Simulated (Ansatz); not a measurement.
The reference is Nb in the bcc (W type) structure (space group Im-3m, No. 229; a = 3.311 Å; relaxed with 0.1 eV smearing). Axes: x, y, z lie along the cube axes.

Calculations: PBE (Ansatz, a quantum-chemistry and plane-wave program, PAW, no spin-orbit coupling).

Perturbation: the cell is scaled by 1.0150 in all directions, atoms relaxed at fixed cell.

Task: Predict the stress tensor and what it implies for the stiffness.

Result: Stress of the strained cell less that of the base (GPa, compression positive):
```
   -6.9     0.0     0.0
    0.0    -6.9     0.0
    0.0     0.0    -6.9
```

Then B = −ΔP/(ΔV/V₀) with ΔV/V₀ = 0.0457 gives secant stiffness values (nonlinear terms included at this strain): B ≈ 152 GPa.

As a check, the harmonic strain energy −½ V₀ Δσ:ε is 18 meV/atom; the computed energy rise is 19 meV/atom.

Whether these cells are dynamically stable was not tested. The final runs are not spin-polarised.
